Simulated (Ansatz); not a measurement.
bcc Eu, treated with PBE-D4 (Ansatz, a quantum-chemistry and plane-wave program, plane waves, PAW).

Settings: plane-wave cutoff 520 eV, 18×18×18 k mesh, Fermi–Dirac smearing 0.05 eV, spin-polarised with parallel moments, scalar-relativistic PAW data made under PBE.

Computed points:

```tsv
V (Å³/atom)	E − E_lowest (meV/atom)	P (GPa)
37.747	7.11	1.002
38.550	3.03	0.633
39.353	0.71	0.297
40.156	0.00	-0.009
40.959	0.76	-0.289
41.762	2.85	-0.545
42.565	6.18	-0.781
```

Question: Estimate the bulk modulus and its pressure derivative from these points.

Answer: V0 = 40.133 Å³/atom, B0 = 14.7 GPa, B′ = 3.5 (fit to the energies at full precision).

Measured, for comparison: bulk modulus 10.9 ± 0.6 GPa (room temperature, not corrected to a static lattice, our sources range from 10.9 to 11.7; as tabulated in arXiv:1012.3782); equilibrium volume per atom 48.10 Å³/atom (293 K, not corrected to a static lattice; as tabulated in Wikipedia's data pages). Computed (rounded) less measured: bulk modulus +35 % (+26 % to +35 % over the range), equilibrium volume per atom -16.6 %.

Note: the 4f shell is treated without U or exact exchange, so its levels and filling can be wrong; the collinear magnetic order is the start's and need not be the measured one.

Spin–orbit coupling is not included.

Static lattice: no zero-point or thermal effects.
